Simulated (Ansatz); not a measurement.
CoSn (P6/mmm, No. 191), treated with LDA in Ansatz (PAW).

Run with plane-wave cutoff 520 eV, 12×12×16 k mesh (along the axes of the cell as run), Fermi–Dirac smearing 0.043 eV (set by the program), no spin polarisation, scalar-relativistic PAW data made under PBE.

Computed at the level's own relaxed cell.

Elastic tensor (GPa, Voigt notation, ions relaxed):

```
  271.3   119.4    81.8     0.0     0.0     0.0
  119.4   271.3    81.8     0.0     0.0     0.0
   81.8    81.8   308.4     0.0     0.0     0.0
    0.0     0.0     0.0    83.5     0.0     0.0
    0.0     0.0     0.0     0.0    83.5     0.0
    0.0     0.0     0.0     0.0     0.0    75.9
```

Work out the Voigt, Reuss and Hill averages of the bulk and shear moduli, Young's modulus and Poisson's ratio from the printed constants.

K_V = [C11 + C22 + C33 + 2(C12 + C13 + C23)]/9 = [851.0 + 2 × 283.0]/9 = 157.4 GPa. G_V = [851.0 − 283.0 + 3 × 242.9]/15 = 86.4 GPa. From the compliances S = C⁻¹, K_R = 157.4 and G_R = 84.6 GPa. Hill means: K = 157.4, G = 85.5 GPa. E = 9KG/(3K + G) = 217 GPa, ν = (3K − 2G)/(6K + 2G) = 0.27, K/G = 1.84.

Note: the volume lies 7 % below that of the published cell.

Computed values are for the static lattice.

Ansatz is a quantum-chemistry and plane-wave program.
